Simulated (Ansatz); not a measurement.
The starting structures come from a database of crystals and need not be the phases stable at ambient conditions.

By PBEsol, the system below comes out a metal.

The ballistic (Sharvin) conductance counts the channels at the Fermi level: G/A = (e²/h) × channels of both spins per area.

Given:

```
Rh2Ge
1.0
    4.01263     0.00000     0.00000
    0.00000     5.49900     0.00000
    0.00000     0.00000     7.58417
Ge Rh
4 8
Direct
  0.25000   0.78518   0.10482
  0.75000   0.21482   0.89518
  0.75000   0.71482   0.60482
  0.25000   0.28518   0.39518
  0.25000   0.47008   0.70340
  0.75000   0.52992   0.29660
  0.75000   0.02992   0.20340
  0.25000   0.97008   0.79660
  0.25000   0.33834   0.06970
  0.75000   0.66166   0.93030
  0.75000   0.16166   0.56970
  0.25000   0.83834   0.43030
```

The cell is taken as given; by PBEsol it stands under a pressure of -3.7 GPa.

The current flows along the normal of the first two printed cell vectors. No spin-orbit coupling; the value is a mean over 0.1 eV about the Fermi level.

Task: State the ballistic conductance per area according to PBEsol (Ansatz, a program for electronic structure).

Result: 0.54 × 10¹⁵ S/m² for both spins.
